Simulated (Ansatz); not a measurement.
**MgS (F-43m, No. 216; start mp-13032; metastable phase): band gap by level of theory**

No measured value is used here.

| level (code) | value (eV) |
|---|---|
| LDA (Ansatz) | 3.21 (direct) |
| PBEsol (Ansatz) | ? |
| r²SCAN (Ansatz) | 4.18 (direct) |
| HSE06 (Ansatz) | 4.56 (direct) |
| PBE0 (Ansatz) | ? |
| r²SCAN0 (Ansatz) | 5.63 (direct) |

Q: Some entries are withheld; supply them.

A: 
- PBEsol (Ansatz, a first-principles code), value (eV): 3.32 (direct)
- PBE0 (Ansatz), value (eV): 5.24 (direct)

Computed values are for a static lattice.  Values are at the PBEsol cell. Cutoffs and k meshes differ between the levels. Ansatz's density-functional and Hartree–Fock values are scalar-relativistic unless marked +SOC, with PAW data made under PBE.

A start named mp-… is a Materials Project structure, which can be a computed phase never made.
